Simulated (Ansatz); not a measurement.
# PdGe2 (model structure, started from the CrSi2 type, P6₂22, No. 180, 9 atoms in the cell)

The numbers are results of PBE-D3(BJ) (Ansatz, an electronic-structure program, plane waves, PAW), not measurements.

Settings: plane-wave cutoff 500 eV, 12×12×6 k mesh (along the axes of the cell as run), Fermi–Dirac smearing 0.05 eV, scalar-relativistic PAW data made under PBE.

Cell (relaxed at this level):

```xyz
9
Lattice="4.7762 0.0000 0.0000 -2.3881 4.1363 0.0000 0.0000 0.0000 7.5226" Properties=species:S:1:pos:R:3 pbc="T T T"
Pd     2.3881     0.0000     0.0000
Pd     1.1941     2.0682     2.5075
Pd    -1.1941     2.0682     5.0150
Ge     0.0000     1.3885     0.0000
Ge     3.5737     0.6943     2.5075
Ge     1.1856     3.4421     5.0150
Ge     2.3881     2.7478     0.0000
Ge    -1.1856     3.4421     2.5075
Ge     1.2025     0.6943     5.0150
```

```json
{
 "band_gap": "zero (no gap)"
}
```

Note: the relaxation could raise the start's symmetry but not lower it, so the cell can be a saddle point.

Spin–orbit coupling is not included.

Computed values are for the static lattice.

The result took around 9 core-minutes (rough).

A model structure was made by putting elements into a prototype or built by hand; it is no filed structure, need not be a known phase, and can be a saddle point held by its symmetry.
